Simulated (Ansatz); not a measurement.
The parent structure is HfO2 (space group P4_2/nmc, No. 137; a = 3.568 Å, c = 5.167 Å).

The change: a hydrostatic pressure of 30 GPa.

Levels (all Ansatz, a first-principles code, PAW, earlier PAW set): PBEsol (420 eV, no spin-orbit coupling); r2SCAN (500 eV, no spin-orbit coupling); HSE06 (420 eV, no SOC); PBEsol+SOC (600 eV, noncollinear with spin-orbit coupling).

One geometry, relaxed with PBEsol, under each level:

| level | band gap | lowest conduction level above the VBM at special points | electron mass | pressure |
|---|---|---|---|---|
| PBEsol | 4.30 eV | Γ 4.30 eV; M 4.62 eV; X 4.85 eV; R 5.18 eV | 0.98 mₑ along c, 0.68 mₑ across (at Γ) | 29.99 GPa |
| r2SCAN | (withheld) | (withheld) | – | (withheld) |
| HSE06 | 6.10 eV | Γ 6.10 eV; M 6.42 eV; X 6.68 eV | – | – |
| PBEsol+SOC | 4.30 eV | Γ 4.30 eV; M 4.63 eV; X 4.85 eV; R 5.10 eV | 0.98 mₑ along c, 0.69 mₑ across (at Γ) | – |

Question: Give the withheld r2SCAN results.

Answer: 
- r2SCAN, band gap: 4.97 eV
- r2SCAN, lowest conduction level above the VBM at special points: Γ 4.97 eV; M 5.28 eV; X 5.47 eV; R 5.80 eV
- r2SCAN, pressure: 33.94 GPa

Single points use the geometry relaxed with PBEsol. Their cutoffs differ, which shifts pressures a little. HSE06 gaps are upper bounds (no full band path). Differences between runs with and without spin-orbit coupling are approximate. Spin-orbit coupling, missing from the scalar runs, can matter with Hf. Load acts through the strain it causes; cell and atoms are relaxed under it. Effective masses come from finite differences of ±0.01 Å⁻¹. Whether these cells are dynamically stable was not tested. Competing high-pressure phases were not computed. This is not the structure that HfO2 has at room temperature and ambient pressure.
